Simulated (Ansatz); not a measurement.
Take GaCuSe$_{2}$ in the chalcopyrite structure (space group I-42d, No. 122; a = 5.6078 Å, c = 11.0965 Å) as the base.

Structures relaxed with DFT with r2SCAN, PAW potentials and a 500 eV plane-wave cutoff in Ansatz (a first-principles code), without spin-orbit coupling, earlier PAW set.

Base:

Simulated powder pattern, Co Kα, λ = 1.79026 Å (kinematic, ideal powder, no thermal factors, no anomalous dispersion; the 10 strongest lines at most, above 2 %, up to 2θ = 90°):

| 2θ (°) | I/Imax (%) | hkl |
|---|---|---|
| 32.22 | 100 | (112) |
| 53.68 | 24 | (220) |
| 53.99 | 47 | (204) |
| 64.00 | 28 | (312) |
| 64.56 | 14 | (116) |
| 79.36 | 7.7 | (400) |
| 80.38 | 3.7 | (008) |
| 88.24 | 6.1 | (332) |
| 88.75 | 12 | (316) |

Perturbation: every Cu is replaced by Cd, then cell and atoms are relaxed.

After the change:

Simulated powder pattern, Co Kα, λ = 1.79026 Å (kinematic, ideal powder, no thermal factors, no anomalous dispersion; the 10 strongest lines at most, above 2 %, up to 2θ = 90°):

```
2θ (°)  d (Å)  I/Imax (%)    hkl
------  -----  ----------  -----
29.46   3.520         100  (112)
48.55   2.177          50  (204)
50.10   2.114          23  (220)
56.42   1.894          16  (116)
59.19   1.812          28  (312)
68.60   1.588         4.6  (008)
73.57   1.495         7.2  (400)
78.78   1.411          12  (316)
81.17   1.376         5.6  (332)
89.64   1.270         9.3  (228)
```

The indices refer to each structure's own conventional cell; one index is shown for lines that coincide.

Stability against distortions was not tested. As relaxed here, CdGaSe2 is a hypothetical phase, not in the database extracts checked. The final runs are not spin-polarised.
